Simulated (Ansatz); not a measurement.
**Effect of x(Pt) = 0.25, 8 atoms, P3m1 on SiC**

Consider SiC in the wurtzite structure (space group P6_3mc, No. 186; a = 3.076 Å, c = 5.048 Å).

The other end (x = 1) is PtC in the wurtzite structure (space group P6_3mc, No. 186; a hypothetical phase, not in the database extracts checked): 12.72 Å³/atom, gap zero; this end may not be an ambient phase.

One thing is altered: Pt replaces 25.0 % of the Si, ordered in a cell of 8 atoms (starting symmetry P3m1) and fully relaxed.

Method: plane-wave PAW DFT at the PBEsol level (Ansatz, a quantum-chemistry and plane-wave program, 420 eV), no spin-orbit coupling, earlier PAW set. k-mesh 17×17×5 (Γ-centred); smearing 0.05 eV (Fermi–Dirac), for the changed cell.

The volume per atom grows by 0.53 Å³ (10.34 Å³ → 10.87 Å³) and the density increases by 3.03 g/cm³ to 6.25 g/cm³. The shortest interatomic distance drops by 0.0266 Å, from 1.883 Å to 1.857 Å and the band gap becomes zero (base: 2.13 eV). The mixing energy amounts to +0.07 eV/atom (to 0.01 eV only: unlike meshes or grids) (against an end that may be hypothetical) and the deviation of the volume from the linear (Vegard-type) interpolation amounts to -0.6 %.

Final structure:

```yaml
crystal:
  lattice:
    - [3.06127, 0.00000, 0.00000]
    - [-1.53063, 2.65113, 0.00000]
    - [0.00000, 0.00000, 10.71547]
  atoms:
    - { symbol: Si, position: [0.33333, 0.66667, 0.99930] }
    - { symbol: Pt, position: [0.33333, 0.66667, 0.50777] }
    - { symbol: Si, position: [0.66667, 0.33333, 0.76307] }
    - { symbol: Si, position: [0.66667, 0.33333, 0.23499] }
    - { symbol: C, position: [0.33333, 0.66667, 0.70998] }
    - { symbol: C, position: [0.33333, 0.66667, 0.17855] }
    - { symbol: C, position: [0.66667, 0.33333, 0.94288] }
    - { symbol: C, position: [0.66667, 0.33333, 0.41306] }
```

Each cell is one ordered arrangement of few atoms, which overstates ordering effects compared with a random alloy. Stability against distortions was not tested. All final runs are without spin polarisation. PtSi3C4 has a high density of states at the Fermi level and may be magnetic at this level.
